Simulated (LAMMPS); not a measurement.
FeAl (CsCl type) at 1400 K and zero pressure, started from the crystal, with several potentials, in cells of their own sizes.

Models:
- EAM-type AlFe_mm.eam.fs: classical MD, pair style eam/fs, file AlFe_mm.eam.fs (LAMMPS); Mendelev, Srolovitz, Ackland and Han, J Mater Res 20, 208-218 (2005)
- MEAM AlSiMgCuFe.meam: classical MD, pair style meam, file AlSiMgCuFe.meam (LAMMPS); Jelinek, Groh, Horstemeyer, Houze, Kim, Wagner, Moitra and Baskes, Phys Rev B, 85, 245102 (2012)
- MEAM MoCoNiVFeAlCr_2nn.meam: classical MD, pair style meam, file MoCoNiVFeAlCr_2nn.meam (LAMMPS); Wang, J., Kwon, H., Kim, H.S. et al. A neural network model for high entropy alloy design. npj Comput Mater 9, 60 (2023).

```
potential                                                  state                    volume  first peak of g(r), Al-Fe  coordination number of Al by Fe  mean phonon frequency  rough cost (ms per atom and simulated ps)
---------------------------  -----------------------------------  ------------------------  -------------------------  -------------------------------  ---------------------  -----------------------------------------
EAM-type AlFe_mm.eam.fs      crystal; no diffusion seen in 30 ps  12.0743 ± 0.0005 Å³/atom         2.48 Å, height 6.5         8.00 (counted to 3.62 Å)                8.0 THz                                     1 to 3
MEAM AlSiMgCuFe.meam         crystal; no diffusion seen in 30 ps  13.3961 ± 0.0010 Å³/atom         2.58 Å, height 6.9         8.00 (counted to 3.74 Å)                8.3 THz                                   10 to 30
MEAM MoCoNiVFeAlCr_2nn.meam  crystal; no diffusion seen in 30 ps    13.515 ± 0.002 Å³/atom         2.54 Å, height 4.7         8.00 (counted to 3.74 Å)                5.8 THz                                    3 to 10
```

Costs are rough: whole-run CPU time with set-up and analysis, from shared machines, in bands a factor of about three wide.

Caution: the potential EAM-type AlFe_mm.eam.fs is made for dilute Fe in Al.

Caution: with EAM-type AlFe_mm.eam.fs the 0 K volume of this crystal is -6 % off the measured one.

Caution: a run this short can hold a crystal over, or a liquid under, the potential's own melting point, which these runs don't give.

States go by the mean squared displacement: a species diffuses where it passes 1.5 Å², still rises and gives D over 1e-6 cm²/s; a crystal has left its structure where atoms lie 0.35 Å off their sites on average or a cubic box changes its shape by 3 %, or the axial ratios of another lie 8 % off the starting cell's, which the potential's own relaxation can also do.

The ± values are statistical; the model's systematic error is not in them.
